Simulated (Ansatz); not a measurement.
The starting structures come from a database of crystals and need not be the phases stable at ambient conditions.

The decay constant κ of evanescent states in the gap governs leakage through a thin film.

Consider the following.

```xyz
12
Lattice="5.7447 0.0000 0.0000 0.0000 10.5652 0.0000 0.0000 0.0000 5.7447" Properties=species:S:1:pos:R:3 pbc="T T T"
Al     2.8724     2.6413     0.0000
Al     0.0000     7.9239     2.8724
Cu     2.8724     0.0000     2.8724
Cu     2.8724     5.2826     2.8724
Br     1.4967     1.3339     1.3335
Br     1.3335     9.2313     4.2480
Br     4.2480     1.3339     4.4112
Br     4.4112     9.2313     1.4967
Br     4.2480     3.9487     1.3335
Br     4.4112     6.6164     4.2480
Br     1.4967     3.9487     4.4112
Br     1.3335     6.6164     1.4967
```

Space group of this cell: P-42c. The cell is taken as given.

Transport runs along the normal of the first two printed cell vectors, the (100) plane of the conventional cell.

No gap correction and no spin-orbit coupling; mid-gap values are interpolated between computed energies.

Problem. Compute, with r2SCAN run with Ansatz (a quantum-chemistry and plane-wave program), the band gap and the smallest decay constant κ at mid-gap.

Solution. Gap 2.71 eV on a 6×4×6 mesh; κ = 0.285 1/Å, at the zone centre.
